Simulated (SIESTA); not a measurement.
Band structure of Na3Tl (I4/mmm, 4 atoms in the cell).

```
Na3Tl
1.0
   -2.50044     2.50044     5.02086
    2.50044    -2.50044     5.02086
    2.50044     2.50044    -5.02086
Na Tl
3 1
Cartesian
  0.00000   2.50044   2.51043
  2.50044   0.00000   2.51043
  0.00000   0.00000   5.02086
  0.00000   0.00000   0.00000
```

Level of theory: LDA PW92, numerical atomic orbitals DZP, PseudoDojo LDA standard norm-conserving potentials (rewritten from UPF to PSML) run with SIESTA.

Settings: XC.functional = LDA; XC.authors = PW92; potentials = PseudoDojo LDA standard; PAO.BasisSize = DZP; PAO.EnergyShift = 0.01 Ry; MeshCutoff = 300 Ry; kgrid.MonkhorstPack = 6 6 6; OccupationFunction = MP; OccupationMPOrder = 0; ElectronicTemperature = 272 meV; MaxSCFIterations = 150; SCF.Mixer.Method = Pulay; SCF.Mixer.Weight = 0.2; SCF.Mixer.History = 6.

The starting cell comes from a database of computed structures (which also holds hypothetical and non-ambient phases and stackings), without a prior relaxation at this level. Its lattice was rescaled by a random factor within 2.5 % of one. Spin-orbit coupling is off. Values carry the incompleteness of an atom-centred basis.

Levels in eV from the Fermi level, bands 17 to 22:
| point | 17 | 18 | 19 | 20 | 21 | 22 |
|---|---|---|---|---|---|---|
| Γ | -11.25 | -6.76 | -0.04 | 0.51 | 1.46 | 1.46 |
| X | -11.25 | -5.84 | -1.42 | -0.61 | -0.15 | 0.45 |
| Y | -11.25 | -5.92 | -1.23 | -0.92 | -0.86 | 1.35 |
| S | -11.25 | -6.16 | -1.81 | -1.66 | 1.40 | 2.93 |
| Z | -11.28 | -6.38 | -2.52 | 0.76 | 0.76 | 1.37 |
| S1 | -11.25 | -6.16 | -1.81 | -1.66 | 1.40 | 2.93 |
| N | -11.24 | -6.18 | -2.25 | -0.08 | 0.58 | 1.72 |
| P | -11.25 | -5.84 | -1.10 | -1.10 | -0.47 | 1.75 |
| Y1 | -11.25 | -5.92 | -1.23 | -0.92 | -0.86 | 1.35 |

Bands cross the Fermi level along this path, so the cell is metallic at this level.

Higher empty bands are left out: an atom-centred basis made for the valence describes them poorly.
